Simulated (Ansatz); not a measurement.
Start from Ga$_{2}$O$_{3}$ in the corundum structure (space group R-3c, No. 167; a = 5.058 Å, c = 13.623 Å (hexagonal axes)). Axes: x lies along a and z along c of the hexagonal cell.

Structures relaxed with PBE (Ansatz, an electronic-structure program; PAW; 420 eV plane waves; spin-orbit coupling left out).

Base:

Simulated powder pattern, Cu Kα1, λ = 1.54056 Å (kinematic, ideal powder, no thermal factors, no anomalous dispersion; the 8 strongest lines at most, above 2 %, up to 2θ = 90°):

```
2θ (°)  I/Imax (%)       hkl
------  ----------  --------
24.14           25     (012)
33.30          100     (104)
35.47           82     (110)
49.44           40     (024)
54.25           43     (116)
62.31           36     (214)
63.68           31     (300)
72.62           13  (1 0 10)
```

Now apply this change: biaxial strain −2.75 %, plane normal [001], relaxed out of plane (Cartesian); in-plane vectors clamped, the third vector and the atoms free.

After the change:

Simulated powder pattern, Cu Kα1, λ = 1.54056 Å (kinematic, ideal powder, no thermal factors, no anomalous dispersion; the 8 strongest lines at most, above 2 %, up to 2θ = 90°):

```tsv
2θ (°)	I/Imax (%)	hkl
24.49	30	(012)
33.25	100	(104)
36.51	80	(110)
50.20	38	(024)
54.36	51	(116)
63.65	34	(214)
65.71	30	(300)
71.32	15	(1 0 10)
```

The indices refer to the base's conventional cell; one index is shown for lines that coincide.

Stability against distortions was not tested.
